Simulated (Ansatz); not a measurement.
How the band gap of BAs (model structure, started from the BN type, Pm-3n, No. 223, 12 atoms in the cell) moves with the method

No measured value is used here.

```
level (code)              value (eV)
-------------------  ---------------
LDA (Ansatz)         0.47 (indirect)
PBEsol (Ansatz)      0.49 (indirect)
PBEsol+SOC (Ansatz)  0.43 (indirect)
r²SCAN (Ansatz)      0.61 (indirect)
r²SCAN+SOC (Ansatz)  0.55 (indirect)
HSE06 (Ansatz)       1.18 (indirect)
```

Computed values are for a static lattice. Levels without +SOC have no spin–orbit coupling; where heavier elements are present it shifts gaps, mostly down, and can invert bands.  Values are at the PBEsol cell. Cutoffs and k meshes differ between the levels. Ansatz's density-functional and Hartree–Fock values are scalar-relativistic unless marked +SOC, with PAW data made under PBE.

A model structure was made by putting elements into a prototype or built by hand; it is no filed structure, need not be a known phase, and can be a saddle point held by its symmetry.

Ansatz is a first-principles code.
